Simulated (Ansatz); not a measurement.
A periodic model of amorphous Ti20O43Ga2:

```
Ga2Ti20O43
1.0
    9.38256     0.03621    -0.05932
    0.03621     9.17343     0.18734
   -0.05932     0.18734     9.25798
Ti O Ga
20 43 2
Cartesian
  2.71222   4.56069   4.65965
  0.67367   0.47119   2.33838
  0.59744   6.95537   3.78570
  1.49820   0.32811   8.03000
  0.84404   2.74681   6.53046
  8.49429   2.20211   0.19508
  9.09881   5.72962   0.69862
  6.24477   5.25488   3.65808
  6.03596   7.59094   1.80311
  6.13543   1.96219   2.30778
  4.13990   2.36609   7.17275
  7.51084   5.97869   6.84487
  7.00221   2.57137   5.27339
  3.72089   1.57565   3.82968
  4.25322   7.27035   4.46931
  7.47929   8.55835   8.61299
  5.42061   4.47869   0.15535
  4.19901   7.91912   7.83790
  9.11992   3.60980   3.06358
  2.90841   7.04662   1.06094
  9.02423   3.93491   1.05430
  6.30534   0.13822   2.05068
  8.99689   2.98459   7.74030
  2.95314   8.61821   0.16913
  0.98573   0.86148   6.13212
  6.08626   5.51109   1.76912
  7.59221   1.00903   5.78648
  5.64096   1.77502   4.19220
  9.26462   8.65780   7.92909
  4.31947   0.52807   7.20108
  4.33006   2.19538   2.18060
  6.15667   7.10877   3.86213
  2.18525   2.11134   7.75133
  8.90311   5.66782   2.95849
  6.55434   3.01571   0.78490
  7.96835   7.34423   0.90361
  6.47137   5.29287   8.18011
  4.55049   7.01587   6.27355
  3.83395   8.99594   4.48825
  5.62606   8.11873   9.21246
  2.35308   6.49481   4.49935
  1.41098   7.86177   2.35511
  7.12353   3.52138   3.34312
  1.72041   4.60035   6.32508
  5.77110   2.92217   6.55340
  9.09782   3.07715   4.87965
  7.06378   7.72113   6.95523
  4.21429   3.50704   8.60203
  9.32305   6.97504   5.64178
  3.92940   6.23533   9.19261
  1.93021   1.37477   3.11649
  9.06736   5.82718   8.00988
  9.15938   8.70562   3.89392
  4.16606   7.33539   2.37209
  3.28009   2.76774   5.29911
  1.43698   5.87803   0.81769
  8.62114   1.84503   2.26647
  4.49537   5.04488   4.13656
  1.62838   4.06605   3.37316
  7.14325   4.99274   5.37686
  0.61086   0.91928   0.41518
  7.29871   1.13501   8.77442
  2.26695   7.69145   7.40122
  8.94554   8.91146   5.84219
  1.18201   6.28400   6.98668
```

Methods: PBE, scalar-relativistic without spin-orbit coupling (Ansatz, an electronic-structure program); r2SCAN, scalar-relativistic without spin-orbit coupling (Ansatz); HSE06, scalar-relativistic without spin-orbit coupling (Ansatz). Neutral PBE cell, which sets geometry, pressure and energy: sampling: a 2×2×2 Γ-centred mesh; Fermi-Dirac width 0.02 eV; no spin polarisation. Exact exchange is cut at the faces of this 9 Å cell, which leaves hybrid gaps a finite-size error.

A CHGNet melt-quench gave the starting glass, which DFT then relaxed. O atoms were pushed apart under 1.9 Å during the dynamics, to hinder bonds among them. The hot cell started wider than the set density and was brought back towards it in steps. It is the lowest in DFT energy of 2 quenches. It is a model cell: composition and starting density were chosen by hand, and all elements were melted together. No dispersion term was used. The quench was far faster than any real one, so the model tends to hold more defects than a real film. Values belong to this one cell and scatter from quench to quench. The volume was held where the preparation left it and the shape relaxed.

Q: Give the pressure, the energy against reference phases and the spacing of the highest filled and lowest empty levels.

A: 
```json
{
  "Pressure on a 2×2×2 Γ-centred mesh": "1.32 GPa",
  "Largest force and stress component on that mesh (the relaxation ran on the zone centre alone)": "0.12 eV/Å and 1.4 GPa",
  "Energy relative to anatase TiO2 + beta Ga2O3 (lowest mix at this level among the phases computed, not always the ambient ones)": "0.141 eV/atom",
  "Level gap on a 2×2×2 Γ-centred mesh (PBE)": "2.33 eV",
  "Level gap at the zone centre (PBE)": "2.42 eV",
  "Level gap at the zone centre (r2SCAN)": "2.75 eV",
  "Level gap at the zone centre (HSE06)": "3.92 eV",
  "Distance between the nearest levels spread over more than a fifth of the atoms or a third of the atoms of their main element (six at least) (PBE, zone centre)": "2.52 eV"
}
```

Q: At PBE and the zone centre, how localised are the states just below and above the Fermi level (participation number: the atoms over which a state spreads)?

A: The highest filled state is spread over 10.8 atoms' worth, largest on O35, with weights by element (charge in smoothed Voronoi cells) O 0.93, Ti 0.07, Ga 0.00. The lowest empty state is spread over 14.6 atoms' worth, largest on Ti1, with weights by element (charge in smoothed Voronoi cells) Ti 0.79, O 0.20, Ga 0.01.

At PBE the levels at the filled edge of the gap are localised (band-tail or defect states).

Cut-offs for bonds: Ti-Ti 3.12 Å, Ti-O 2.56 Å, Ti-Ga 2.90 Å, O-O 1.58 Å, O-Ga 2.26 Å, Ga-Ga 2.68 Å. Two cations that share two anions don't count as bonded, nor two that share one unless they lie closer than Ti-Ti 3.04 Å, Ti-Ga 2.82 Å, Ga-Ga 2.61 Å.

Added carriers, by Ansatz with PBE, scalar-relativistic without spin-orbit coupling on the zone centre alone. Charged cells keep the cell fixed and stand in a uniform background, with no image correction, at a width of 0.01 eV; where the count is odd the moment is locked at 1 μB, unless the neutral cell bore moments. Each starts from the undistorted neutral geometry alone. PBE's self-interaction favours spread-out carriers, so it can miss traps that a hybrid finds.

Q: What happens at PBE when the cell takes an extra electron and the atoms relax?

A: Relaxation lowers the charged cell by 0.06 eV. The largest moves are O31 0.05 Å, O41 0.05 Å, Ti7 0.04 Å, O42 0.04 Å. The level that holds the added charge spreads over 14.6 atoms' worth, most on Ti1 (weight 0.18): a partly localised carrier. No bond crosses its cut-off with a change of over 0.15 Å (metal-metal contacts aside). Made neutral again at that geometry, the cell lies +0.08 eV from the neutral start.

Q: What happens at PBE when the cell takes a hole and the atoms relax?

A: Relaxation lowers the charged cell by 0.20 eV. The largest moves are O48 0.27 Å, Ti17 0.16 Å, O37 0.08 Å, O21 0.07 Å. The level that was emptied spreads over 4.2 atoms' worth, most on O35 (weight 0.45): a localised (trapped) carrier, which neighbours of that atom can share. No bond crosses its cut-off with a change of over 0.15 Å (metal-metal contacts aside). Made neutral again at that geometry, the cell lies +0.47 eV from the neutral start.
